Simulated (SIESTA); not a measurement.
SIESTA run on BaP2Os2 (P1, 5 atoms in the cell): self-consistent single point.

Method: GGA PBEsol, numerical atomic orbitals DZP, PseudoDojo PBEsol standard norm-conserving potentials (rewritten from UPF to PSML) (SIESTA 5.4.2).

The change in words: atoms moved at random. Reference geometry:
```xyz
5
Lattice="-2.0295 2.0295 6.1635 2.0295 -2.0295 6.1635 2.0295 2.0295 -6.1635" Properties=species:S:1:pos:R:3 pbc="T T T"
Ba     0.0000     0.0000     0.0000
P      0.0000     0.0000     8.0999
P      0.0000     0.0000     4.2272
Os     2.0295     0.0000     3.0818
Os     0.0000     2.0295     3.0818
```

Reference input (self-consistent single point, DFT, GGA PBEsol, numerical atomic orbitals DZP, PseudoDojo PBEsol standard norm-conserving potentials (rewritten from UPF to PSML)): XC.functional = GGA; XC.authors = PBEsol; potentials = PseudoDojo PBEsol standard; PAO.BasisSize = DZP; PAO.EnergyShift = 0.01 Ry; MeshCutoff = 350 Ry; kgrid.MonkhorstPack = 7 7 7; OccupationFunction = FD; ElectronicTemperature = 50 meV; MaxSCFIterations = 150; SCF.Mixer.Method = Pulay; SCF.Mixer.Weight = 0.1. This run's input differs from it in these lines:

```diff
@@ -19,7 +19,7 @@
 %block AtomicCoordinatesAndAtomicSpecies
-     0.000000000    0.000000000    0.000000000  1
-    -0.000000000    0.000000000    8.099871156  2
-     0.000000000   -0.000000000    4.227198844  2
-     2.029530000    0.000000000    3.081767500  3
-    -0.000000000    2.029530000    3.081767500  3
+    -0.030311031    0.039590042   -0.053480993  1
+    -0.037968447   -0.009165357    8.085929239  2
+     0.029712319    0.022893098    4.249954616  2
+     2.047860715   -0.010878281    3.086698328  3
+     0.020236444    1.987086439    3.121516137  3
 %endblock AtomicCoordinatesAndAtomicSpecies
```

Log, with long lists cut:

```
        iscf     Eharris(eV)        E_KS(eV)     FreeEng(eV)     dDmax    Ef(eV) dHmax(eV)
   scf:    1    -6600.471385    -6635.248003    -6635.270825  1.326712 -2.857033 11.675443
   scf:    2    -6644.039390    -6640.264625    -6640.280221  0.197727 -3.312924  6.413792
   scf:    3    -6643.058629    -6642.275365    -6642.291053  0.161360 -3.720396  2.101968
   scf:    4    -6642.685637    -6642.525551    -6642.541404  0.099902 -3.682442  0.682083
   scf:    5    -6642.546039    -6642.539479    -6642.555233  0.031092 -3.636135  0.170131
   [... 4 lines left out ...]
   scf:   10    -6642.546655    -6642.546627    -6642.562456  0.001375 -3.628072  0.007768
   scf:   11    -6642.546629    -6642.546629    -6642.562459  0.000432 -3.628572  0.001924
   scf:   12    -6642.546627    -6642.546628    -6642.562459  0.000115 -3.628598  0.000318
   scf:   13    -6642.546628    -6642.546628    -6642.562459  0.000006 -3.628591  0.000244
SCF Convergence by DM+H criterion
max |DM_out - DM_in|         :     0.0000064274
max |H_out - H_in|      (eV) :     0.0002437127
SCF cycle converged after 13 iterations

Using DM_out to compute the final energy and forces

siesta: E_KS(eV) =            -6642.5466

siesta: E_KS - E_eggbox =     -6642.5466

siesta: Atomic forces (eV/Ang):
     1    0.094318   -0.091243    0.288914
     2    0.666486    0.038181   -0.459411
     3   -0.256837   -0.842826    0.857976
     4    0.094953   -0.232694   -0.119293
     5   -0.602000    1.124086   -0.570038
   Tot   -0.003080   -0.004497   -0.001852
   Max    1.124086
   Res    0.535298    sqrt( Sum f_i^2 / 3N )
   Max    1.124086    constrained

Stress tensor Voigt[x,y,z,yz,xz,xy] (kbar):        5.30       -7.74       18.94       14.79       13.25        0.04
   [... lines left out ...]
siesta: FreeEng =     -6642.562459
   [... lines left out ...]
siesta:     0.003311    0.000026    0.008267
siesta:     0.000026   -0.004829    0.009230
siesta:     0.008267    0.009230    0.011820

siesta: Cell volume =        101.550206 Ang**3

siesta: Pressure (static):
siesta:                Solid            Molecule  Units
siesta:          -0.00003740         -0.00004233  Ry/Bohr**3
siesta:          -0.00343410         -0.00388664  eV/Ang**3
siesta:          -5.50203951         -6.22707602  kBar
```

The run converged in 13 iterations. Against the reference run the free energy goes up by 9.4 meV/atom, the pressure goes from -0.11 to -0.55 GPa and the largest force goes from 0.905 to 1.397 eV/Å.

The starting cell comes from a database of computed structures (which also holds hypothetical and non-ambient phases and stackings), without a prior relaxation at this level. For this run, on top of that: atoms moved at random. Spin polarisation is off. Values carry the incompleteness of an atom-centred basis. Forces in this geometry exceed 1 eV/Å.

Cost on one core of a shared machine: roughly 50 s.
